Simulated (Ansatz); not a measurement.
Cubic perovskite BaHfO3, treated with HSE06+SOC (Ansatz, a first-principles code, plane waves, PAW).

Run with plane-wave cutoff 460 eV, 6×6×6 k mesh, Fermi–Dirac smearing 0.01 eV, PAW data made under PBE.

Cell (measured lattice):

```yaml
crystal:
  lattice:
    - [4.17100, 0.00000, 0.00000]
    - [0.00000, 4.17100, 0.00000]
    - [0.00000, 0.00000, 4.17100]
  atoms:
    - { symbol: Ba, position: [0.00000, 0.00000, 0.00000] }
    - { symbol: Hf, position: [0.50000, 0.50000, 0.50000] }
    - { symbol: O, position: [0.50000, 0.00000, 0.50000] }
    - { symbol: O, position: [0.00000, 0.50000, 0.50000] }
    - { symbol: O, position: [0.50000, 0.50000, 0.00000] }
```

**Question.** What does this level give for the band gap and smallest direct gap on the k points sampled?

**Answer.** 
* **band gap**: 5.11 eV (on the SCF k mesh) (indirect)
* **smallest direct gap on the k points sampled**: 5.18 eV

Note: cell and atoms aren't relaxed at this level (pressure 0.3 GPa).

Static lattice: no zero-point or thermal effects.
